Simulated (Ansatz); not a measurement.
## A self-consistent single point of MoRh3 (Pm-3n, 8 atoms in the cell) with Ansatz

Method of the run: PBE (plane waves, PAW; Ansatz, a program for electronic structure).

The input file:

Ansatz 0.2 input:
```yaml
crystal:
  lattice:
    - [4.684316, 0.000000, 0.000000]
    - [0.000000, 4.684316, 0.000000]
    - [0.000000, 0.000000, 4.684316]
  atoms:
    - { symbol: Rh, position: [0.250000, 0.000000, 0.500000] }
    - { symbol: Rh, position: [0.750000, 0.000000, 0.500000] }
    - { symbol: Rh, position: [0.000000, 0.500000, 0.250000] }
    - { symbol: Rh, position: [0.000000, 0.500000, 0.750000] }
    - { symbol: Rh, position: [0.500000, 0.250000, 0.000000] }
    - { symbol: Rh, position: [0.500000, 0.750000, 0.000000] }
    - { symbol: Mo, position: [0.000000, 0.000000, 0.000000] }
    - { symbol: Mo, position: [0.500000, 0.500000, 0.500000] }
basis:
  ecutwfc: 30.9 Ry
kpoints:
  mp_grid: { grid: [6, 6, 6], shift: [0.5, 0.5, 0.5] }
hamiltonian:
  xc: pbe
  pseudopotentials: { kind: paw }
scf:
  occupations: { method: methfessel_paxton, width: 0.01 Ry }
output:
  forces: true
  eigenvalues: true
  stress: true
```

Log, with long lists cut:

```
WARN ansatz: RAYON_NUM_THREADS=1 ignored (pool sized by the plan → 1); use --threads N
Pseudopotentials: kind: paw
Pseudopotential: Rh, paw, valence charge 17
Pseudopotential: Mo, paw, valence charge 14
Crystal: 8 atoms, lattice volume = 102.787 Å³
Basis set: ecut = 420.4159175005146 eV, 2007 PW (Γ), exchange–correlation on 64×64×64 points (8 copies of the dense FFT grid, shifted against one another)
Bands: 78, of which v1, the nominal top of the filled ones, is band 65 counted from 1 (64 counted from 0)
Symmetry: 48 space group operations
Space group: Pm-3n (ITA 223), of the structure as read, at distance tolerance 4.7e-5 Å
k-points: 10 of 216
Initial density: superposition of atomic densities (neutral atoms: chi_scale 0, normalization atom), corrected by the library's trained network
Initial wavefunctions: pseudopotential atomic-orbital guess
Eigensolver: davidson
Functional: x = pbe(κ = 0.804, μ = 0.2195149727645171), c = pbe(β = 0.06672455060314922)
SCF iter   1: F=—  HF=-48326.792959 eV  |F-HF|=—  |Δ(HF+E_count)|=         —  Δρ=6.49e-3  dr2=1.56e-2  ethr=1.77e-3  ⟨swp⟩=5.2  Hψ=2650  notcnv=0
all-band conjugate gradients solve this SCF's bands
preconditioner: auto → Kerker (q_TF=auto, 2.837 Å⁻¹)
SCF iter   2: F=—  HF=-48326.794963 eV  |F-HF|=—  |Δ(HF+E_count)|=   2.00e-3  S|Δr|=    0.00e0  Δρ=3.30e-3  dr2=4.40e-3  ethr=1.20e-5  ⟨swp⟩=2.6  Hψ=1379  notcnv=0
SCF iter   3: F=—  HF=-48326.795119 eV  |F-HF|=—  |Δ(HF+E_count)|=   1.56e-4  S|Δr|=    0.00e0  Δρ=6.60e-4  dr2=2.80e-4  ethr=3.39e-6  ⟨swp⟩=2.0  Hψ=1008  notcnv=0
SCF iter   4: F=—  HF=-48326.795124 eV  |F-HF|=—  |Δ(HF+E_count)|=   4.22e-6  S|Δr|=    0.00e0  Δρ=1.14e-4  dr2=1.68e-5  ethr=2.15e-7  ⟨swp⟩=2.4  Hψ=1269  notcnv=0
SCF iter   5: F=—  HF=-48326.794999 eV  |F-HF|=—  |Δ(HF+E_count)|=   1.25e-4  S|Δr|=    0.00e0  Δρ=3.18e-5  dr2=7.80e-7  ethr=1.29e-8  ⟨swp⟩=1.0  Hψ=751  notcnv=0
SCF iter   6: F=-48326.794999 eV  HF=-48326.794999 eV  |F-HF|=5.63e-9  |Δ(HF+E_count)|=   3.20e-9  S|Δr|=    0.00e0  Δρ=7.38e-6  dr2=1.85e-8  ethr=7.69e-11  ⟨swp⟩=7.6  Hψ=2723  notcnv=0
SCF 1 converged in 6 iterations: F = -48326.794999 eV  dr2 = 1.85e-8
SCF converged after 6 iterations
Stability not checked (fill_not_monotonic)
Free energy (F): -48326.794999 eV
Harris-Foulkes:  -48326.794999 eV  (|F-HF|=5.63e-9)
Internal energy: -48326.802537 eV  (E = F + TS)
E sigma→0 (E₀):  -48326.796883 eV
Entropy (-TS):   0.007538 eV (0.942 meV/atom)
Fermi energy:    24.891385 eV
Step filling:    the computed levels leave a gap of 0.0638 eV = 0.5 smearing widths
--- Per-component energies (eV) ---
  E_band       = -286.522668
  E_kinetic    = 4367.197475
  E_local      = -10393.854887  (includes V_loc(G=0)·N_el)
  E_nonlocal   = 2422.229477
  E_hartree    = 3695.124496
  E_xc         = -1713.026794
  E_vxc        = -2149.435250  (∫ρ·V_xc dr)
  E_paw        = -27929.901340  (= ΣΔE_a)
  E_vpaw       = -1922.913814  (= ΣTr[D̂ρ^β])
  E_aug_tail   = 0.005227  (compensation charges beyond the density's cutoff)
  E_ewald      = -18774.576190
  E_smearing   = 0.007538  (= −TS)
  E_closure    = -0.000000  (closes the sum)
  Σ components = -48326.794999   (vs F -48326.794999, Δ=0.00e0)
--- Forces (eV/Å), atoms counted from 1 ---
  atom   1  Rh     0.00000000     0.00000000     0.00000000
   [... zero for the other atoms too ...]
  max |Σ_I F_I| component: 2.54e-17 eV/Å
--- Stress (GPa, compression-positive) ---
       49.640208      -0.000000       0.000000
        0.000000      49.640208       0.000000
        0.000000       0.000000      49.640208
  P = ⅓ Tr σ = 49.6402 GPa (496.402 kbar)
  The stress holds the Pulay correction. Without it, at fixed plane waves, as pw.x and ABINIT print it: P = 49.5040 GPa
--- Band table (eV; the first three rows and the last of 10) ---
  k-point 0: bands = ["-53.9727", "-53.9244", "-53.9244", "-53.7478", "-53.7478", "-53.7470", "-36.3119", "-36.3088", "-22.6858", "-22.6858", "-22.5773", "-21.9424", "-21.9418", "-21.9418", "-21.7193", "-21.6936", "-21.6936", "-21.6574", "-21.6574", [...]
  k-point 1: bands = ["-53.9619", "-53.9292", "-53.9053", "-53.7732", "-53.7477", "-53.7473", "-36.3121", "-36.3098", "-22.6804", "-22.6410", "-22.4612", "-21.9356", "-21.9348", "-21.8996", "-21.7457", "-21.7183", "-21.7017", "-21.6568", "-21.6358", [...]
  k-point 2: bands = ["-53.9490", "-53.9378", "-53.8662", "-53.8171", "-53.7476", "-53.7475", "-36.3119", "-36.3111", "-22.6685", "-22.6515", "-22.1633", "-21.9297", "-21.9284", "-21.8326", "-21.8047", "-21.7646", "-21.7304", "-21.7275", "-21.6541", [...]
  k-point 9: bands = ["-53.8759", "-53.8678", "-53.8678", "-53.8200", "-53.8200", "-53.8154", "-36.3140", "-36.3139", "-22.1899", "-22.1899", "-22.1734", "-21.8624", "-21.8597", "-21.8488", "-21.8488", "-21.8350", "-21.7253", "-21.7253", "-21.7218", [...]
```

The run converged in 6 iterations.

The starting cell was generated: these elements placed on a structure prototype, without a prior relaxation; it need not be a known phase or ordering of this composition. Spin polarisation is off. With a pressure of about 50 GPa the cell is away from its equilibrium volume at this level. Ansatz's pressure includes its estimate of the finite-basis (Pulay) stress.
